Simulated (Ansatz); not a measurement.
Data:

```xyz
8
Lattice="4.0062 0.0000 0.0000 0.0000 4.0053 5.6617 0.0000 -4.0053 5.6617" Properties=species:S:1:pos:R:3 pbc="T T T"
As     2.0031     0.0000     7.0764
As     0.0000     2.0035     4.2463
As     0.0000    -2.0035     4.2463
As     2.0031     0.0000     1.4149
Al     0.0000     0.0000     0.0037
Ga     2.0031    -2.0006     2.8309
Ga     2.0031     2.0006     2.8309
Ga     0.0000     0.0000     5.6590
```

No spin polarisation.

Computed with DFT with PBEsol, PAW potentials and a 420 eV plane-wave cutoff in Ansatz (a first-principles code), without spin-orbit coupling, earlier PAW set. Γ-centred 8×5×5 mesh, Fermi–Dirac width 0.05 eV.

Task: Predict the valence-band top at Γ, gap character and band gap.

Result: 
* **Valence-band top at Γ (three highest levels, from the VBM)**: 0.00, -0.01, -0.01 eV
* **Gap character (in this cell's own zone, which can be folded)**: direct at Γ
* **Band gap**: 0.65 eV

Each cell is one ordered arrangement of few atoms, which overstates ordering effects compared with a random alloy. No phonon test of stability was made. The cell was made from AlAs by this change: x(Ga) = 0.75, 8 atoms, Amm2.
